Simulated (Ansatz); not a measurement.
Density of states of BP (F-43m) above the conduction band minimum, HSE06, rigid bands in Ansatz (a first-principles code); cell volume 23.1 Å³.

(energy from edge (eV), 10⁻³ states/eV/cell): (0.006, 16.9); (0.031, 41.2); (0.056, 57.4); (0.081, 73.8); (0.106, 89.7); (0.131, 97.5); (0.156, 105); (0.181, 113); (0.206, 121); (0.231, 130); (0.256, 139); (0.281, 147); (0.319, 162); (0.344, 169); (0.369, 178); (0.394, 186); (0.419, 194); (0.444, 201); (0.469, 216); (0.494, 226); (0.519, 235); (0.544, 245); (0.569, 255); (0.594, 261)

### Question
What effective density of states at 300 K does this give (∫ g(E) exp(−E/k_BT) dE, both spins, divided by the cell's size)?

### Answer
3.8e19 cm⁻³, a density-of-states mass of 1.32 mₑ, valleys and band degeneracy included.

Spin-orbit coupling is left out. Geometry: cell and atoms relaxed with PBEsol.
